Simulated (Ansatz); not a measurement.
# A computed series for ZnSnO3: element substitutions

Base system: ZnSnO₃ (space group R-3, No. 148; a = 5.308 Å, c = 14.025 Å (hexagonal axes); a cell from a computed database, its experimental status unchecked).

Each row replaces one element on all its sites; cell and atoms are relaxed.

The values are results of Kohn–Sham DFT with the PBEsol functional, run in Ansatz (an electronic-structure program) with PAW and 420 eV plane waves, no spin-orbit coupling, not measurements.

```tsv
variant	band gap	c/a ratio	lattice parameter a
base	1.44 eV	2.642	5.308 Å
Sn → Pd	1.25 eV	2.669	5.149 Å
Sn → Si	3.91 eV	2.892	4.759 Å
O → N	zero	2.577	5.358 Å
```

No phonon test of stability was made. As relaxed here, ZnPdO3 and ZnSnN3 are hypothetical phases, not in the database extracts checked. For ZnSiO3 in this form, whether it has been made was not checked. The final runs are not spin-polarised.
